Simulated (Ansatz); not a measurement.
The reference is a 28-atom supercell of C in the graphite type structure (space group P6_3/mmc, No. 194; a = 2.4581 Å, c = 6.5649 Å; layered, stacked along the Cartesian z axis) at its relaxed geometry.

Method: Ansatz (a first-principles code) PBEsol-D3(BJ), no spin-orbit coupling, earlier PAW set.

One thing is altered: a neutral C interstitial (started 1.75 Å from the nearest host atom), atoms relaxed at fixed cell, starting from a slightly rattled geometry.

**Question.** Predict the new final site of the added atom.

**Answer.** The final site of the added atom amounts to 4 C at 1.50 Å.

**Question.** Predict the new formation energy.

**Answer.** The formation energy E(defect cell) − (N_defect/N_perfect) E(perfect cell), N the atom counts is 5.5 eV.

**Question.** How does this affect the largest displacement of a host atom from its site in the perfect cell?

**Answer.** The largest displacement of a host atom from its site in the perfect cell is 0.54 Å.

In so small a cell the defect repeats every few ångströms: this is an ordered compound, not a dilute defect. The defect cell is not spin-polarised.
